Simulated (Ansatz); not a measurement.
The parent structure is Nb in the bcc (W type) structure (space group Im-3m, No. 229; a = 3.303 Å).

All numbers come from Ansatz (a first-principles code), r2SCAN, PAW, cutoff 500 eV, without spin-orbit coupling, earlier PAW set.

Base values:

The volume per atom is 18.02 Å³.

Now apply this change: cell and atoms relaxed at a pressure of 75 GPa.

Question: Predict the new volume per atom.

Answer: The volume per atom drops by 4.24 Å³, from 18.02 Å³ to 13.78 Å³.

Load acts through the strain it causes; cell and atoms are relaxed under it. No phonon test of stability was made. No other phases were tried under pressure. All final runs are without spin polarisation.
